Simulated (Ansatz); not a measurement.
## Antifluorite K₂S

All values below come from LDA (Ansatz, a program for electronic structure, PAW).

Settings: plane-wave cutoff 520 eV, 8×8×8 k mesh, scalar-relativistic PAW data made under PBE.

Cell (measured lattice):

Space group Fm-3m (No. 225); a = b = c = 7.391 Å, α = β = γ = 90.00°

| atom | site | symmetry | x | y | z |
|---|---|---|---|---|---|
| K | 8c | -43m | 0.2500 | 0.2500 | 0.2500 |
| S | 4a | m-3m | 0.0000 | 0.0000 | 0.0000 |
(The calculation used a cell of 3 atoms; values per cell refer to that cell.)

elastic constant C11: 32.5 GPa
elastic constant C12: 7.71 GPa
elastic constant C44: 8.66 GPa
Voigt–Reuss–Hill bulk modulus: 16.0 GPa
Voigt–Reuss–Hill shear modulus (Hill average): 10.0 GPa
Young modulus: 24.8 GPa
Poisson ratio: 0.241

Note: the cell isn't this level's own, so it is under some stress, which shifts stiffness and frequencies.

Elastic constants are with the ions relaxed.

The computed numbers hold no vibrational or temperature effects.

Cost on a shared machine: very roughly 60 core-seconds.
